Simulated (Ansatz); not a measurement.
Base system: CuCl in the zinc blende structure (space group F-43m, No. 216; a = 5.290 Å).

Level of theory: Ansatz (an electronic-structure program) PBEsol, spin-orbit coupling left out.

Base values:

Electron mass: 0.20 mₑ (at Γ)
Lattice parameter a: 5.290 Å

One thing is altered: I takes the place of Cl on all its sites; the structure is relaxed again.

Tabulated Pauling electronegativity and covalent radius: Cl 3.16, 1.02 Å; I 2.66, 1.39 Å.

Question: What does the calculation give for the electron mass after the change?

Answer: The electron mass becomes 0.14 mₑ (at Γ) (base: 0.20 mₑ (at Γ)).

Question: Predict the new lattice parameter a.

Answer: The lattice parameter a grows by 0.6498 Å, from 5.290 Å to 5.939 Å.

With I present, leaving out spin-orbit coupling can change the band edges. The levels and masses belong to the bands next to the band gap. Effective masses come from finite differences of ±0.01 Å⁻¹. Stability against distortions was not tested. No Hubbard U is applied. The final runs are not spin-polarised.
